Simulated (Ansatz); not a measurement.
Adsorption energy and surface dipole of Cl on the 1x1 (111) surface of fcc Pt, one in a 2x2 cell, started at the site 'top Pt', worked from the runs' numbers; total energies count from the potentials' own zero.

Calculation: PBE (plane waves to 420 eV, PAW; Ansatz, a program for electronic structure).

Model: 17-atom slab, 6.9 Å thick at the start under the adsorbate (thin: gaps and levels are the slab's own), 6x6x1 mesh, Fermi-Dirac 0.1 eV, dipole correction, 8 atoms held, the rest relaxed; symmetry of the start imposed; no spin, no spin-orbit, no U, no dispersion correction. At the end it is bonded to Pt. In PBE this state lies 0.10 eV over the lowest of the starts that converged ('bridge Pt-Pt (span 2.8 Å)').

```csv
quantity,value
slab with the adsorbate,-201443.741 eV
"clean slab, same cell and mesh",-200363.317 eV
"reference, ½ Cl2(g)",-1079.444 eV
area of the cell,27.30 Å²
change of the step from the bottom to the top vacuum level,0.815 eV
```

**Question.** What is the adsorption energy against this reference?

**Answer.** E(slab + adsorbate) − E(slab) − E(reference) = -0.98 eV, so in this state the adsorbate is more stable than in the reference, at a coverage of 3.66 a nm².

**Question.** What dipole does adsorption add to the slab along the outward normal (Helmholtz relation, ε₀ = 0.005526 e/(V·Å))?

**Answer.** p = −ε₀·A·ΔV = -0.123 e·Å = -0.59 D; its negative end points to the vacuum, which raises the vacuum level.
